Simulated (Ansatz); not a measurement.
Consider TaP (space group P-6m2, No. 187; a cell from a computed database, its experimental status unchecked).

```
TaP
1.0
    3.28177     0.00000     0.00000
   -1.64089     2.84210     0.00000
    0.00000     0.00000     3.31708
Ta P
1 1
Direct
  0.66667   0.33333   0.00000
  0.00000   0.00000   0.50000
```

Method: DFT with PBEsol, PAW potentials and a 420 eV plane-wave cutoff in Ansatz (a quantum-chemistry and plane-wave program), spin-orbit coupling left out.

One change was made to it. Results:

| quantity | base | after |
|---|---|---|
| shortest interatomic distance | 2.518 Å | 2.493 Å |
| c/a ratio | 1.011 | 1.020 |

What was done to the base?
(A) pressure 7.5 GPa
(B) pressure 0.3 GPa
(C) pressure 0.7 GPa

A, pressure 7.5 GPa. For comparison, the shortest interatomic distance in the other runs: pressure 0.7 GPa gives 2.516 Å; pressure 0.3 GPa gives 2.517 Å.

Load acts through the strain it causes; cell and atoms are relaxed under it. Whether these cells are dynamically stable was not tested. No other phases were tried under pressure. All final runs are without spin polarisation.
